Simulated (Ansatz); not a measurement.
# A computed series for ZrS2: response to strain

Take ZrS₂ in the CdI2 type structure (space group P-3m1, No. 164; a = 3.5781 Å, c = 5.5401 Å; layered, stacked along the Cartesian z axis) as the base.

Strains are applied to the cell and any free atomic positions relax.

Method: DFT with PBEsol-D3(BJ), PAW potentials and a 420 eV plane-wave cutoff in Ansatz (a quantum-chemistry and plane-wave program), scalar-relativistic without spin-orbit coupling.

Candidates:
(a) isotropic strain −1.00 %
(b) isotropic strain −2.00 %
(c) isotropic strain +3.00 %

Base values:

| Quantity | Value |
|---|---|
| Band gap | 0.29 eV |

Question: Order them by band gap, lowest first.

Answer: (b) isotropic strain −2.00 % (zero), (a) isotropic strain −1.00 % (0.13 eV), (c) isotropic strain +3.00 % (0.73 eV)

A case with no gap was solved on a k-mesh chosen for an insulator, which is coarse for it. No phonon test of stability was made. The final runs are not spin-polarised. The zero or small gap of ZrS2 can change with the level of theory.
